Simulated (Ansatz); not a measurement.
## YSi (Cmcm): resistivity and electron-phonon coupling

Input:

```xyz
4
Lattice="2.1172 -5.2326 0.0000 2.1172 5.2326 0.0000 0.0000 0.0000 3.8013" Properties=species:S:1:pos:R:3 pbc="T T T"
Y      2.1172     3.7613     0.9503
Y      2.1172    -3.7613     2.8509
Si     2.1172     0.7965     0.9503
Si     2.1172    -0.7965     2.8509
```

These are PBEsol, DFPT electron-phonon coupling, linearised Boltzmann equation (plane waves, PAW, scalar-relativistic; Ansatz, a program for electronic structure) values and carry that method's errors. How the cell was made: relaxed with this functional, without spin-orbit coupling.

| Property | Value |
|---|---|
| resistivity at 300 K | 67 (x), 35 (y), 11.5 (z) μΩ·cm |
| resistivity at 77 K | 6.1 (x), 3.4 (y), 1.14 (z) μΩ·cm |
| electron mean free path at 300 K (weighted by the current that each state carries) | 8.2 (x), 9.0 (y), 7.8 (z) nm |
| electron-phonon coupling λ | 0.24 |
| transport coupling λ_tr | 0.27 (x), 0.25 (y), 0.30 (z) |
| logarithmic mean phonon energy | 22 meV |
| density of states at the Fermi level | 1.04 states/(eV·spin·cell) |

A metal at this level (no band gap). Only scattering by harmonic phonons is included (no impurities, grain boundaries, electron-electron scattering or thermal expansion). Spin-orbit coupling is left out. Halving the electron mesh (24x24x24) moves the resistivity by up to 8 % at 300 K, the mean free path by up to 4 %, the coupling by up to 4 %. Smearing 0.20 eV; phonons on a 4x4x4 q mesh, which this run doesn't test and which matters most at low temperature.
